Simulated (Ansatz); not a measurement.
**InAs (model structure, started from the BN type, Pm-3n, No. 223, 12 atoms in the cell)**

The numbers are results of r²SCAN+SOC (PAW; Ansatz, an electronic-structure program), not measurements.

Numerical settings: plane-wave cutoff 560 eV, 4×4×4 k mesh, Fermi–Dirac smearing 0.01 eV, PAW data made under PBE.

Cell (relaxed with PBEsol):

```xyz
12
Lattice="7.5024 0.0000 0.0000 0.0000 7.5024 0.0000 0.0000 0.0000 7.5024" Properties=species:S:1:pos:R:3 pbc="T T T"
In     1.8756     0.0000     3.7512
In     3.7512     1.8756     0.0000
In     3.7512     5.6268     0.0000
In     5.6268     0.0000     3.7512
In     0.0000     3.7512     5.6268
In     0.0000     3.7512     1.8756
As     1.8756     3.7512     0.0000
As     0.0000     1.8756     3.7512
As     0.0000     5.6268     3.7512
As     5.6268     3.7512     0.0000
As     3.7512     0.0000     5.6268
As     3.7512     0.0000     1.8756
```

For InAs (model structure, started from the BN type, Pm-3n, No. 223, 12 atoms in the cell), the band gap is 0.08 eV (on the SCF k mesh).

Note: the relaxation could raise the start's symmetry but not lower it, so the cell can be a saddle point; cell and atoms aren't relaxed at this level (pressure 0.4 GPa).

The computed numbers hold no vibrational or temperature effects.

Computing time: very roughly 8 core-minutes.

A model structure was made by putting elements into a prototype or built by hand; it is no filed structure, need not be a known phase, and can be a saddle point held by its symmetry.
